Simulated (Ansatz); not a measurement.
A self-consistent single point of LaC₂ (I4/mmm, 3 atoms in the cell) with Ansatz (a program for electronic structure).

Method of the run: PBEsol with spin-orbit coupling, default PAW files made with PBE (plane waves; Ansatz).

```xyz
3
Lattice="-1.9772 1.9772 3.2882 1.9772 -1.9772 3.2882 1.9772 1.9772 -3.2882" Properties=species:S:1:pos:R:3 pbc="T T T"
La     0.0000     0.0000     0.0000
C      0.0000     0.0000     2.6428
C      0.0000     0.0000     3.9337
```

Reference input (self-consistent single point, DFT, PBEsol, plane waves, default PAW files made with PBE): kpoints.mp_grid.grid = 14 14 14; hamiltonian.xc = pbesol; hamiltonian.pseudopotentials = {kind: paw} (the program's default PAW files); scf.occupations.method = fermi_dirac; scf.occupations.width = 0.0073 Ry. This run's input differs from it in these lines:

Ansatz 0.2 input:
```diff
@@ -14,2 +14,5 @@
   pseudopotentials: { kind: paw }
+magnetization:
+  noncollinear: true
+  spin_orbit: true
 scf:
```

Output, abridged:

```
SCF iter   1: F=—  HF=-6660.909323 eV  |F-HF|=—  |Δ(HF+E_count)|=         —  Δρ=6.93e-2  dr2=2.36e0  dr2_m=0.00e0 (ungated)  ethr=3.10e-3  |M|=0.00e0 ∫|m|=0.00e0 μB  |m|>n=0.0e0 m-floor=0.0e0 τ_xc=0.0e0  β_m=0.30  ⟨swp⟩=4.4  Hψ=18311  notcnv=0
all-band conjugate gradients solve this SCF's bands
preconditioner: auto → Kerker (q_TF=auto, 2.311 Å⁻¹)
spin=Noncollinear: Kerker preconditioning applied to the charge; magnetization (m_x, m_y, m_z) channels mix plain (no charge-response kernel on spin).
   [... lines left out ...]
SCF iter   7: F=—  HF=-6660.241024 eV  |F-HF|=—  |Δ(HF+E_count)|=   2.08e-6  Δρ=1.60e-5  dr2=1.08e-7  dr2_m=0.00e0 (ungated)  ethr=2.14e-8  |M|=0.00e0 ∫|m|=0.00e0 μB  |m|>n=0.0e0 m-floor=0.0e0 τ_xc=0.0e0  β_m=0.99  ⟨swp⟩=2.1  Hψ=4485  notcnv=0
SCF iter   8: F=-6660.241024 eV  HF=-6660.241024 eV  |F-HF|=1.79e-9  |Δ(HF+E_count)|=   6.23e-8  Δρ=2.74e-6  dr2=4.15e-9  dr2_m=0.00e0 (ungated)  ethr=5.26e-10  |M|=0.00e0 ∫|m|=0.00e0 μB  |m|>n=0.0e0 m-floor=0.0e0 τ_xc=0.0e0  ⟨swp⟩=7.4  Hψ=16932  notcnv=0
SCF 1 converged in 8 iterations: F = -6660.241024 eV  dr2 = 4.15e-9
Magnetization: |M| = 0.0000 μB,  M = (+0.0000, +0.0000, +0.0000) μB
Absolute magnetization: 0.0000 μB (∫|m|)
  site 0: m = (+0.0000, +0.0000, +0.0000) μB, |m| = 0.0000 μB  (R = 1.09 Å)
  site 1: m = (+0.0000, +0.0000, +0.0000) μB, |m| = 0.0000 μB  (R = 0.53 Å)
  site 2: m = (+0.0000, +0.0000, +0.0000) μB, |m| = 0.0000 μB  (R = 0.53 Å)
Free energy (F): -6660.241024 eV
Internal energy: -6660.207586 eV  (E = F + TS)
E sigma→0 (E₀):  -6660.224305 eV
Entropy (-TS):   -0.033438 eV (-11.146 meV/atom)
Fermi energy:    10.184718 eV
--- Forces (eV/Å), atoms counted from 1 ---
  atom   1  La     0.00000000    -0.00000000     0.00000000
  atom   2  C      0.00000000     0.00000000    -0.27285540
  atom   3  C     -0.00000000     0.00000000     0.27285540
--- Stress (GPa, compression-positive) ---
       -3.546654       0.000000       0.000000
        0.000000      -3.546654      -0.000000
        0.000000      -0.000000      -2.273179
  P = ⅓ Tr σ = -3.1222 GPa (-31.222 kbar)
  The stress holds the Pulay correction. Without it, at fixed plane waves, as pw.x and ABINIT print it: P = -3.3206 GPa
```

The run converged in 8 iterations. Against the reference run the pressure moves little (-3.11 to -3.12 GPa) and the largest force hardly changes (0.268 to 0.273 eV/Å).

The starting cell comes from a database of computed structures (which also holds hypothetical and non-ambient phases and stackings), without a prior relaxation at this level. Its lattice was rescaled by a random factor within 2.5 % of one. With a pressure of about -3 GPa the cell is away from its equilibrium volume at this level. Ansatz's pressure includes its estimate of the finite-basis (Pulay) stress.

Cost on one core of a shared machine: roughly 40 s.
